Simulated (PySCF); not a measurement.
PySCF 2.14.0, WB97X/def2-svp, df: Ti(Me)3(H) ([CH3][TiH]([CH3])[CH3]), 14 atoms. The geometry is a generated start, not checked to be a minimum at this level.

```yaml
task: energy
method: wb97x
basis: def2-svp
two_electron_scheme: density fitting
mol.max_memory: 3000 MB
mf.max_cycle: 100
mf.conv_tol: 1e-09 (default)
mf.grids.level: 3 (default)
basis_functions: 123
grid_points: 161344
```

```xyz
14

Ti    -0.2429    -0.3482     0.5451
C     -0.6154     1.7044     0.6112
H     -0.1761     2.2588    -0.2308
H     -0.2011     2.1204     1.5471
H     -1.7048     1.8874     0.6118
C      1.8273    -0.5025     0.3097
H      2.2549     0.2826    -0.3317
H      2.0939    -1.4828    -0.1231
H      2.3093    -0.4300     1.3025
C     -1.0555    -0.9817    -1.2746
H     -1.6553    -0.1901    -1.7509
H     -1.7195    -1.8457    -1.0964
H     -0.2808    -1.2954    -1.9912
H     -0.8339    -1.1770     1.8713
```

Charge 0 and multiplicity 1 are set for this test and not shown to be the ground state.

With the defaults (mf.diis = true, mf.init_guess = minao, mf.damp = 0, mf.diis_start_cycle = 1, mf.diis_space = 8, mf.level_shift = 0, mf.DIIS = CDIIS) it converges in 14 Fock builds. One run each on 2 threads, 1 BLAS thread, with these changes:
- mf.diis = false, mf.damp = 0.7, mf.diis_start_cycle = 999
- mf.damp = 0.7, mf.diis_start_cycle = 8
- mf.DIIS = EDIIS
- mf.diis_space = 12
- mf.diis = false
- mf.init_guess = sap
- mf.level_shift = 0.3 Hartree
- mf.init_guess = atom
- mf.diis_space = 3

**Question.** Name the settings that don't reach the solution of the defaults.

**Answer.** No convergence: mf.diis = false (the run ends without SCF convergence in 100 cycles). The rest reach the solution of the defaults.

| setting | Fock builds | end |
|---|---|---|
| the defaults | 14 | same solution |
| mf.init_guess = atom | 14 | same solution |
| mf.diis_space = 12 | 14 | same solution |
| mf.init_guess = sap | 17 | same solution |
| mf.diis_space = 3 | 17 | same solution |
| mf.damp = 0.7, mf.diis_start_cycle = 8 | 18 | same solution |
| mf.level_shift = 0.3 Hartree | 18 | same solution |
| mf.diis = false, mf.damp = 0.7, mf.diis_start_cycle = 999 | 44 | same solution |
| mf.DIIS = EDIIS | 85 | same solution |
| mf.diis = false | 101 | no convergence |
